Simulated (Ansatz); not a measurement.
The reference is Lu in the hcp (Mg type) structure (space group P6_3/mmc, No. 194).

```
CELL_PARAMETERS angstrom
      3.50708     0.00000     0.00000
     -1.75354     3.03722     0.00000
      0.00000     0.00000     5.46208
ATOMIC_POSITIONS crystal
  Lu 0.66667 0.33333 0.75000
  Lu 0.33333 0.66667 0.25000
```

Level of theory: PBE (Ansatz, a first-principles code), spin-orbit coupling left out.

One change was made to it. Results:

The shortest interatomic distance shrinks by 0.167 Å to 3.233 Å; the density goes up by 1.606 g/cm³ (9.99 g/cm³ → 11.59 g/cm³); the c/a ratio drops by 0.003, from 1.557 to 1.554.

### Question
Which change produced these results?
A. pressure 9 GPa
B. pressure 22.5 GPa
C. pressure −1 GPa

### Answer
A, pressure 9 GPa. For comparison, the shortest interatomic distance in the other runs: pressure 22.5 GPa gives 3.088 Å; pressure −1 GPa gives 3.426 Å.

Load acts through the strain it causes; cell and atoms are relaxed under it. Whether these cells are dynamically stable was not tested. Competing high-pressure phases were not computed.
